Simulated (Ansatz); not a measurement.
The parent structure is AlPt$_{3}$ (space group I4/mcm, No. 140; a = 5.455 Å, c = 7.828 Å; a cell from a computed database, its experimental status unchecked). Axes: x, y, z lie along a, b, c of the conventional cell.

Level of theory: PBEsol/PAW in Ansatz (a first-principles code), no spin-orbit coupling.

Strains are applied to the cell and any free atomic positions relax; under stress the whole cell relaxes.

One change was made to it. Results:

The energy increases by 1.7 meV/atom; the volume per atom goes up by 0.06 Å³ (14.56 Å³ → 14.62 Å³); the band gap is still zero.

Question: Which of these changes matches the shifts?
A) strain tensor (xx, yy, zz, yz, xz, xy) = (−0.65, +0.12, −0.56, −0.77, −0.36, −0.90) %
B) uniaxial stress, 3 GPa tension along x
C) uniaxial stress, 0.5 GPa tension along z
D) isotropic strain +0.61 %

Answer: B, uniaxial stress, 3 GPa tension along x. For comparison, the energy relative to the base in the other runs: isotropic strain +0.61 % gives +3.7 meV/atom; uniaxial stress, 0.5 GPa tension along z gives +0.1 meV/atom; strain tensor (xx, yy, zz, yz, xz, xy) = (−0.65, +0.12, −0.56, −0.77, −0.36, −0.90) % gives +4.2 meV/atom.

Without a gap, meshes like the base's 12×12×12 leave anisotropic stresses uncertain by several tenths of a GPa, and small strain energies with them. Beyond what the load breaks, stability against distortions was not tested. All final runs are without spin polarisation.
